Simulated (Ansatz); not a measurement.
The starting structures come from a database of crystals and need not be the phases stable at ambient conditions.

 Where the default PAW files enter, the runs use the earlier of Ansatz's two default sets.

By PBEsol, the system below comes out a metal.

The ballistic (Sharvin) conductance counts the channels at the Fermi level: G/A = (e²/h) × channels of both spins per area.

Data:

```xyz
6
Lattice="5.0876 0.0000 0.0000 -2.5063 4.4275 0.0000 1.2907 2.2137 4.3796" Properties=species:S:1:pos:R:3 pbc="T T T"
Ti     0.0375     4.4275     2.1898
Ti     1.2907     2.2137     0.0000
Ge     5.1055     1.4727     2.1898
Ge     2.5635     2.9547     2.1898
Ge     3.8166     0.7410     0.0000
Ge    -1.2353     3.6864     0.0000
```

Space group of this cell: Fddd. The cell is strained (lengths across the current scaled by 1.02, ions clamped); by PBEsol its mean pressure is -6.0 GPa.

The current flows along the normal of the first two printed cell vectors. No spin-orbit coupling; the value is a mean over 0.1 eV about the Fermi level.

**Question.** Compute, with PBEsol (Ansatz, a first-principles code), the ballistic conductance per area.

**Answer.** 0.46 × 10¹⁵ S/m² for both spins.
